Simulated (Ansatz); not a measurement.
A relaxation of the atoms of BaAlSiH (P3m1, 4 atoms in the cell) with Ansatz (a first-principles code).

Level of theory: LDA (PW92), default PAW files made with PBE (plane waves; Ansatz).

The change in words: one atom moved by 0.15 angstrom; relax: default → atoms; relax.f_tol: default → 0.02 eV/Å. Reference geometry:
```
CELL_PARAMETERS angstrom
      4.31256     0.00000     0.00000
     -2.15628     3.73479     0.00000
      0.00000     0.00000     5.23624
ATOMIC_POSITIONS crystal
  Ba 0.00000 0.00000 0.00044
  Al 0.66667 0.33333 0.46525
  Si 0.33333 0.66667 0.54231
  H  0.66667 0.33333 0.13491
```

Reference input (self-consistent single point, DFT, LDA (PW92), plane waves, default PAW files made with PBE): basis.ecutwfc = 420 eV; kpoints.mp_grid.grid = 7 7 5; hamiltonian.xc = lda; hamiltonian.pseudopotentials = {kind: paw} (the program's default PAW files); scf.occupations.method = fermi_dirac; scf.occupations.width = 0.02 eV. This run's input differs from it in these lines:

```diff
@@ -7,3 +7,3 @@
   atoms:
-    - { symbol: Ba, position: [0.000000, 0.000000, 0.000440] }
+    - { symbol: Ba, position: [0.000000, 0.000000, 0.029087] }
     - { symbol: Al, position: [0.666667, 0.333333, 0.465250] }
@@ -20,2 +20,4 @@
   occupations: { method: fermi_dirac, width: 0.02 }
+relax:
+  f_tol: 0.02
 output:
```

Output, abridged:

```
   [... SCF lines of the steps left out ...]
relax step   1: F+E_penalty+E_count = -6918.68321736 eV  Δ(F+E_penalty+E_count) = +0.000e0 eV  max|allowed force component| = 4.448e-1 eV/Å  Δτ_max = 0.0000 Å  (6 SCF iters, dr2 threshold 1.00e-5 eV, accepted)
relax step   2: F+E_penalty+E_count = -6918.68916461 eV  Δ(F+E_penalty+E_count) = -5.947e-3 eV  max|allowed force component| = 4.003e-1 eV/Å  Δτ_max = 0.1949 Å  (5 SCF iters, dr2 threshold 1.24e-5 eV, accepted)
relax step   3: F+E_penalty+E_count = -6918.71513121 eV  Δ(F+E_penalty+E_count) = -2.597e-2 eV  max|allowed force component| = 4.678e-2 eV/Å  Δτ_max = 0.0820 Å  (4 SCF iters, dr2 threshold 1.00e-5 eV, accepted)
relax step   4: F+E_penalty+E_count = -6918.71541355 eV  Δ(F+E_penalty+E_count) = -2.823e-4 eV  max|allowed force component| = 2.730e-2 eV/Å  Δτ_max = 0.0116 Å  (5 SCF iters, accepted)
relax step   5: F+E_penalty+E_count = -6918.71548276 eV  Δ(F+E_penalty+E_count) = -6.921e-5 eV  max|allowed force component| = 1.352e-2 eV/Å  Δτ_max = 0.0040 Å  (4 SCF iters, accepted)
the relaxation is at rest under the 6 symmetry operations that the run kept from its start: a minimum is not shown …
Stability not checked: this state was not tested for a lower state beside it, because too few of the mixer's solves of this state at the end of the SCF gave a …
Free energy (F): -6918.715483 eV
Internal energy: -6918.715483 eV  (E = F + TS)
E sigma→0 (E₀):  -6918.715483 eV
Fermi energy:    7.023410 eV
--- Forces (eV/Å), atoms counted from 1 ---
  atom   1  Ba    -0.00000000    -0.00000000    -0.00064450
  atom   2  Al     0.00000000     0.00000000     0.01352559
   [... lines left out ...]
  atoms:
    - { symbol: Ba, position: [6.127883780344096e-17, -2.7755575817606616e-17, 0.009702026685282451] }
    - { symbol: Al, position: [0.6666666666666666, 0.33333333333333326, 0.47208278719627733] }
    - { symbol: Si, position: [0.3333333333333333, 0.6666666666666665, 0.5513987290255721] }
    - { symbol: H, position: [0.6666666666666666, 0.33333333333333326, 0.13837345709286805] }
```

The run converged.  The full log also holds: “iter 5 did not close the SCF: its close was put off for the readings that it lacked (scf_convergence_deferred on its scf_iter line)”.

Summary of the result:
```
Item                                                      Value
------------------------------------------------  -------------
Free energy E − TS (on the zero of these files)   -6918.7155 eV
Top of the valence band (on the code's own zero)        6.64 eV
Gap on the k-point mesh                                 0.79 eV
Pressure                                              -2.90 GPa
Largest force (vector length)                        0.014 eV/Å
Relaxation steps                                              5
```

The starting cell comes from a database of computed structures (which also holds hypothetical and non-ambient phases and stackings), without a prior relaxation at this level. Its lattice was rescaled by up to half a per cent. For this run, on top of that: one atom moved by 0.15 angstrom. The relaxation keeps the symmetry of its start, so its end need not be a minimum. Ansatz's pressure includes its estimate of the finite-basis (Pulay) stress.

Keys are those of Ansatz 0.2.
